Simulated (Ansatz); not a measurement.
Hypothetical diamond W, thickness series

Start from W in the diamond structure (space group Fd-3m, No. 227; a hypothetical phase, not in the database extracts checked).

```
CELL_PARAMETERS angstrom
      0.00000     2.91475     2.91475
      2.91475     0.00000     2.91475
      2.91475     2.91475     0.00000
ATOMIC_POSITIONS crystal
  W  0.25000 0.25000 0.25000
  W  0.00000 0.00000 0.00000
```

Cartesian axes are those of the cell as printed.

Free-standing slabs (2 atom(s) a layer) normal to [110] with 15 Å of vacuum; in-plane cell held at bulk.

Calculations: PBE (Ansatz, a first-principles code; PAW; 420 eV plane waves; scalar-relativistic without spin-orbit coupling).

Notes on the quantities. excess energy per area of both faces: slab less bulk energy over the cell's area: twice a surface energy; uncertain by up to 0.09 J/m²; layer's space group: with vacuum.

```json
[
 {"change": "1 layer", "excess energy per area of both faces": "–", "thickness between the outermost nuclei": "–", "layer's space group": "Pmma (No. 51)"},
 {"change": "2 layers", "excess energy per area of both faces": "2.60 J/m²", "thickness between the outermost nuclei": "1.90 Å", "layer's space group": "Pmna (No. 53)"},
 {"change": "3 layers", "excess energy per area of both faces": "2.85 J/m²", "thickness between the outermost nuclei": "4.21 Å", "layer's space group": "Pmma (No. 51)"},
 {"change": "4 layers", "excess energy per area of both faces": "2.67 J/m²", "thickness between the outermost nuclei": "6.26 Å", "layer's space group": "Pmna (No. 53)"},
 {"change": "5 layers", "excess energy per area of both faces": "2.7 J/m²", "thickness between the outermost nuclei": "8.31 Å", "layer's space group": "Pmma (No. 51)"},
 {"change": "6 layers", "excess energy per area of both faces": "2.7 J/m²", "thickness between the outermost nuclei": "10.34 Å", "layer's space group": "Pmna (No. 53)"},
 {"change": "7 layers", "excess energy per area of both faces": "2.7 J/m²", "thickness between the outermost nuclei": "12.43 Å", "layer's space group": "Pmma (No. 51)"}
]
```

Slab and bulk use different k-meshes, which limits the precision of the excess energy. Stability against distortions was not tested. All final runs are without spin polarisation. W has a high density of states at the Fermi level and may be magnetic at this level.
